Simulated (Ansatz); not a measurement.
Model glasses of amorphous SiO2, 73 to 77 atoms (Si24O48 before any change). Each row is one cell at a composition chosen by hand, melted whole on the CHGNet potential with the anions pushed apart under 1.9 Å, quenched within some picoseconds, far faster than a real film, and relaxed with PBE, scalar-relativistic without spin-orbit coupling (plane waves to 420 eV, PAW; Ansatz, a first-principles code). Each is the lower in DFT energy of 2 quenches. Cycles of charging and discharging were tried on the cells ahead of these points, and a cell that came back lower was taken. The column on the box says what of it was relaxed with the atoms; held means as the quench left it. Cells that kept moments or hold spare charge are left out. So are cells far out in the fitted variable, so that no row sets the line alone.

At the relaxed places, the spacing of the highest filled and the lowest empty level was computed at the zone centre with PBE and with r2SCAN, without spin polarisation. A level counts as spread where PBE shares it among more than a fifth of the atoms; else the element of the atom with the largest weight is named. Formal charges balance in every cell (each cation at its usual highest valence, Cu and Ag at +1, Sb at +3, H at +1, O at −2, N at −3, F and Cl at −1). r2SCAN ran with plane waves to 500 eV. Where a level is localised, the spacing isn't the band gap.

```csv
cell,change,box,highest filled on,lowest empty on,"spacing, PBE (eV)","spacing, r2SCAN (eV)"
Si24O50Ti,"+2 O, +1 Ti",shape,O,Ti,3.07,3.49
Si24O51Sc2,"+3 O, +2 Sc",shape,O,Sc,3.57,withheld
Si24O51La2,"+2 La, +3 O",shape,O,spread,4.26,4.84
Si24O51Y2,"+3 O, +2 Y",volume and shape,O,spread,4.51,5.17
Si24O49Mg,"+1 Mg, +1 O",shape,O,spread,4.53,5.17
Si24O51Al2,"+2 Al, +3 O",shape,O,spread,4.79,5.48
Si24O47F2,"+2 F, −1 O",shape,O,spread,5.13,5.84
Si24O47Cl2,"+2 Cl, −1 O",shape,O,spread,5.41,6.10
```

Q: Fit a straight line of the last column on the one before it through the 7 full rows, and predict the withheld value for Si24O51Sc2.

A: Means: x = 4.529, y = 5.156. Slope = Σ(Δx Δy) / Σ(Δx²) = 3.8428 / 3.4069 = 1.128; intercept = 5.156 − (1.128) × 4.529 = 0.047 eV; r.m.s. residual 0.028 eV. Prediction: 0.047 + (1.128) × 3.57 = 4.07 eV. The run gave 4.07 eV, a miss of 0.00 eV, within the residual.
